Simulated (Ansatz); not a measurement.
Consider the following.

```
CELL_PARAMETERS angstrom
      2.51051     0.00000     0.00000
     -1.25526     2.17417     0.00000
      0.00000     0.00000     4.15286
ATOMIC_POSITIONS crystal
  B  0.33333 0.66667 0.00040
  B  0.66667 0.33333 0.50040
  N  0.33333 0.66667 0.37460
  N  0.66667 0.33333 0.87460
```

No spin polarisation.

All numbers come from Ansatz (a quantum-chemistry and plane-wave program) PBEsol, no spin-orbit coupling. k-mesh 15×15×8 (Γ-centred); smearing 0.05 eV (Fermi–Dirac).

Predict the band gap and smallest direct gap.


* **Band gap**: 4.88 eV
* **Smallest direct gap**: 8.38 eV

The cells carry an imposed strain or load. Stability against distortions was not tested. The cell was made from BN in the wurtzite structure (space group P6_3mc, No. 186) by this change: isotropic strain −1.20 %.
